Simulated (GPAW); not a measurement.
Density of states of InP3 (R-3m, 8 atoms in the cell).

```yaml
crystal:
  lattice:
    - [3.74033, 2.15948, 3.37102]
    - [-3.74033, 2.15948, 3.37102]
    - [0.00000, -4.31897, 3.37102]
  atoms:
    - { symbol: In, position: [0.27060, 0.27060, 0.27060] }
    - { symbol: In, position: [0.72940, 0.72940, 0.72940] }
    - { symbol: P, position: [0.79891, 0.24487, 0.79891] }
    - { symbol: P, position: [0.20109, 0.75513, 0.20109] }
    - { symbol: P, position: [0.79891, 0.79891, 0.24487] }
    - { symbol: P, position: [0.20109, 0.20109, 0.75513] }
    - { symbol: P, position: [0.24487, 0.79891, 0.79891] }
    - { symbol: P, position: [0.75513, 0.20109, 0.20109] }
```

Method of the run: PBEsol, GPAW PAW datasets PBEsol (made by gpaw-setup) (plane waves; GPAW 25.7.0).

SCF settings: mode = pw; ecut = 600 eV; xc = PBEsol; kpts = 4 4 4; mesh shift (steps) = 0.5 0.5 0.5; occupations.name = methfessel-paxton; occupations.width = 0.05 eV; occupations.order = 1; nbands = -16; convergence.forces = 0.001 eV/Å; symmetry.symmorphic = false; symmetry.tolerance = 0.0005; maxiter = 150. Keys of the DOS step: dos_kpts = 6 6 6; dos_width = 0.1 eV.

The starting cell comes from a database of computed structures (which also holds hypothetical and non-ambient phases and stackings), without a prior relaxation at this level. The run gives no clean gap (levels at the Fermi energy touch, overlap or are partly filled at this smearing), which alone does not show that the compound is a metal.

Total DOS (both spins), as means of the tabulated values in each energy bin; the zero is the program's Fermi level or highest filled level, and the curve is cut to this window:

```
E (eV) | states/eV/cell
    -7.88 | ####### 1.23
    -7.62 | ########### 2.01
    -7.38 | ################# 3.16
    -7.12 | #### 0.71
    -6.88 | # 0.19
    -6.62 | ### 0.54
    -6.38 | #### 0.77
    -6.12 | ##### 0.92
    -5.88 | ############ 2.14
    -5.62 | ############ 2.21
    -5.38 | ################# 3.10
    -5.12 | ######################## 4.32
    -4.88 | ######################## 4.29
    -4.62 | ########################## 4.78
    -4.38 | ######################## 4.42
    -4.12 | ######################## 4.41
    -3.88 | ################# 3.18
    -3.62 | ############## 2.47
    -3.38 | ############################ 5.04
    -3.12 | ######################## 4.31
    -2.88 | ################### 3.55
    -2.62 | ############################## 5.40
    -2.38 | ######################### 4.55
    -2.12 | ################# 3.09
    -1.88 | ############## 2.62
    -1.62 | ############################# 5.38
    -1.38 | ########################## 4.80
    -1.12 | ################## 3.34
    -0.88 | ############################## 5.47
    -0.62 | ######################## 4.36
    -0.38 | ####################### 4.26
    -0.12 | ######## 1.51
     0.12 | #### 0.72
     0.38 | ## 0.31
     0.62 | ### 0.59
     0.88 | ########### 2.05
```

Around zero the curve holds about 1.0 states/eV/cell.
